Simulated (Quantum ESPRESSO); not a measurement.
Input and output of a self-consistent single point for HfSiO₄ (I4_1/amd, 12 atoms in the cell) (Quantum ESPRESSO).

Method: PBE, PseudoDojo standard norm-conserving (PBE) pseudopotentials (plane waves; Quantum ESPRESSO).

```
CELL_PARAMETERS angstrom
     -3.19740     3.19740     2.91007
      3.19740    -3.19740     2.91007
      3.19740     3.19740    -2.91007
ATOMIC_POSITIONS crystal
  Hf 0.00000 0.00000 0.00000
  Hf 0.75000 0.25000 0.50000
  Si 0.25000 0.75000 0.50000
  Si 0.50000 0.50000 0.00000
  O  0.13409 0.31920 0.81489
  O  0.06920 0.75431 0.68511
  O  0.50431 0.31920 0.18511
  O  0.06920 0.38409 0.31489
  O  0.61591 0.93080 0.68511
  O  0.68080 0.86591 0.18511
  O  0.24569 0.93080 0.31489
  O  0.68080 0.49569 0.81489
```

Reference input (self-consistent single point, DFT, PBE, plane waves, PseudoDojo standard norm-conserving (PBE) pseudopotentials): ecutwfc = 85 Ry; occupations = smearing; smearing = gauss; degauss = 0.0036749 Ry; potentials = {Hf: Hf.upf, Si: Si.upf, O: O.upf}; K_POINTS = automatic 4 4 4 0 0 0; conv_thr = 1e-10 Ry; mixing_beta = 0.3. This run's input differs from it in these lines:

```diff
@@ -18,3 +18,3 @@
 &electrons
- conv_thr = 1e-10
+ conv_thr = 7.3e-05
  mixing_beta = 0.3
```

Output (repeated stretches shortened):

```
     Self-consistent Calculation

     iteration #  1     ecut=    85.00 Ry     beta= 0.30

     total energy              =    -508.22382284 Ry
     estimated scf accuracy    <       3.40632417 Ry

     iteration #  2     ecut=    85.00 Ry     beta= 0.30

     total energy              =    -508.55056674 Ry
     estimated scf accuracy    <       0.28084030 Ry

     iteration #  3     ecut=    85.00 Ry     beta= 0.30

     total energy              =    -508.60794772 Ry
     estimated scf accuracy    <       0.04495938 Ry

   [... 2 blocks of this kind left out ...]

     iteration #  6     ecut=    85.00 Ry     beta= 0.30

     total energy              =    -508.61348378 Ry
     estimated scf accuracy    <       0.00058740 Ry

     iteration #  7     ecut=    85.00 Ry     beta= 0.30
     End of self-consistent calculation

     the Fermi energy is    10.1763 ev

!    total energy              =    -508.61358092 Ry
     estimated scf accuracy    <       0.00000801 Ry
     smearing contrib. (-TS)   =      -0.00000000 Ry
     internal energy E=F+TS    =    -508.61358092 Ry

     convergence has been achieved in   7 iterations

     Forces acting on atoms (cartesian axes, Ry/au):

     atom    1 type  1   force =     0.00000000    0.00000000    0.00000000
     atom    2 type  1   force =    -0.00000000    0.00000000   -0.00000000
     atom    3 type  2   force =     0.00000000    0.00000000    0.00000000
     atom    4 type  2   force =     0.00000000    0.00000000    0.00000000
     atom    5 type  3   force =     0.00000000   -0.02720299   -0.01252912
   [... lines left out ...]

     Total force =     0.084710     Total SCF correction =     0.006272

          total   stress  (Ry/bohr**3)                   (kbar)     P=      288.45
   0.00188511   0.00000000   0.00000000          277.31        0.00        0.00
   0.00000000   0.00188511   0.00000000            0.00      277.31        0.00
   0.00000000   0.00000000   0.00211226            0.00        0.00      310.72

   JOB DONE.
```

The run converged in 7 iterations. Against the reference run the free energy hardly moves (within 1 meV/atom), the pressure goes from 28.99 to 28.84 GPa, the largest force moves little (0.766 to 0.770 eV/Å) and the gap on the mesh moves little (5.879 to 5.877 eV).

The starting cell comes from a database of computed structures (which also holds hypothetical and non-ambient phases and stackings), without a prior relaxation at this level. Its lattice was rescaled by a random factor within 2.5 % of one. Spin-orbit coupling is off. With a pressure of about 29 GPa the cell is away from its equilibrium volume at this level.

Cost on one core of a shared machine: roughly 70 s.
